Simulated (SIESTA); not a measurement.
Worked example: self-consistent single point of a defect of V₂Os (3 atoms in the cell) in SIESTA.

Method: LDA PW92, numerical atomic orbitals DZP, PseudoDojo LDA standard norm-conserving potentials (rewritten from UPF to PSML) (SIESTA).

The change in words: 2 x 1 x 1 supercell, one Os atom taken out, nothing relaxed; kgrid.MonkhorstPack: 5 5 5 → 3 5 5; DM.InitSpin: [1 +2.00, 2 +0.00] → [1 +2.00, 2 +2.00, 3 +0.00]. Reference geometry:
```
VOs
1.0
    3.00149     0.00000     0.00000
    0.00000     3.00149     0.00000
    0.00000     0.00000     3.00149
V Os
1 1
Cartesian
  0.00000   0.00000   0.00000
  1.50074   1.50074   1.50074
```
Moments meant for the start (each program seeds them in its own way; μB, in the order of the atoms V Os): 2.0 0.0.

Reference input (self-consistent single point, DFT, LDA PW92, numerical atomic orbitals DZP, PseudoDojo LDA standard norm-conserving potentials (rewritten from UPF to PSML)): XC.functional = LDA; XC.authors = PW92; potentials = PseudoDojo LDA standard; PAO.BasisSize = DZP; PAO.EnergyShift = 0.005 Ry; MeshCutoff = 300 Ry; kgrid.MonkhorstPack = 5 5 5; OccupationFunction = FD; ElectronicTemperature = 0.1 eV; Spin = polarized; DM.InitSpin = [1 +2.00, 2 +0.00]; MaxSCFIterations = 150. This run's input differs from it in these lines:

```diff
@@ -1,6 +1,6 @@
 # files in the folder: V.psml Os.psml (PseudoDojo LDA standard)
-SystemName  VOs
+SystemName  V2Os
 SystemLabel vos
 
-NumberOfAtoms                2
+NumberOfAtoms                3
 NumberOfSpecies              2
@@ -12,3 +12,3 @@
 %block LatticeVectors
-     3.001487000    0.000000000    0.000000000
+     6.002974000    0.000000000    0.000000000
      0.000000000    3.001487000    0.000000000
@@ -19,3 +19,4 @@
      0.000000000    0.000000000    0.000000000  1
-     1.500743500    1.500743500    1.500743500  2
+     3.001487000    0.000000000    0.000000000  1
+     4.502230500    1.500743500    1.500743500  2
 %endblock AtomicCoordinatesAndAtomicSpecies
@@ -28,3 +29,3 @@
 %block kgrid.MonkhorstPack
-    5   0   0  0.0
+    3   0   0  0.0
     0   5   0  0.0
@@ -37,3 +38,4 @@
   1 +2.00
-  2 +0.00
+  2 +2.00
+  3 +0.00
 %endblock DM.InitSpin
```

Output (repeated stretches shortened):

```
        iscf     Eharris(eV)        E_KS(eV)     FreeEng(eV)     dDmax    Ef(eV) dHmax(eV)
   scf:    1    -6738.784821    -6763.594971    -6763.741920  0.740103 -4.545389  9.646358
     spin moment: {S} , |S| = {        0.0        0.0    2.89760 }     2.89760
   scf:    2    -6766.016916    -6765.042327    -6765.191747  0.046873 -4.711422  5.035525
     spin moment: {S} , |S| = {        0.0        0.0    2.95440 }     2.95440
   scf:    3    -6766.459903    -6765.815804    -6765.969297  0.066152 -5.003851  2.772032
     spin moment: {S} , |S| = {        0.0        0.0    3.06311 }     3.06311
   [... lines left out ...]
     spin moment: {S} , |S| = {        0.0        0.0    0.22748 }     0.22748
   scf:  148    -6766.325198    -6766.325198    -6766.509029  0.000028 -5.500317  0.001410
     spin moment: {S} , |S| = {        0.0        0.0    0.22728 }     0.22728
   scf:  149    -6766.325197    -6766.325198    -6766.509029  0.000029 -5.500316  0.001296
     spin moment: {S} , |S| = {        0.0        0.0    0.22708 }     0.22708
   scf:  150    -6766.325196    -6766.325197    -6766.509029  0.000026 -5.500316  0.000914
     spin moment: {S} , |S| = {        0.0        0.0    0.22686 }     0.22686
SCF_NOT_CONV: SCF did not converge in maximum number of steps (required).
SCF_NOT_CONV: SCF did not converge in maximum number of steps (required).
Geom step, scf iteration, dDmax, dHmax:    0   150      0.000026     0.000067
Geom step, scf iteration, dDmax, dHmax:    0   150      0.000026     0.000067

ABNORMAL_TERMINATION
ABNORMAL_TERMINATION
Stopping Program from Node:    0
Stopping Program from Node:    0
```

The run ended unconverged after 150 iterations. 

The starting cell comes from a database of computed structures (which also holds hypothetical and non-ambient phases and stackings), without a prior relaxation at this level. Its lattice was rescaled by up to half a per cent. Values carry the incompleteness of an atom-centred basis.

Cost on one core of a shared machine: roughly 3 min.
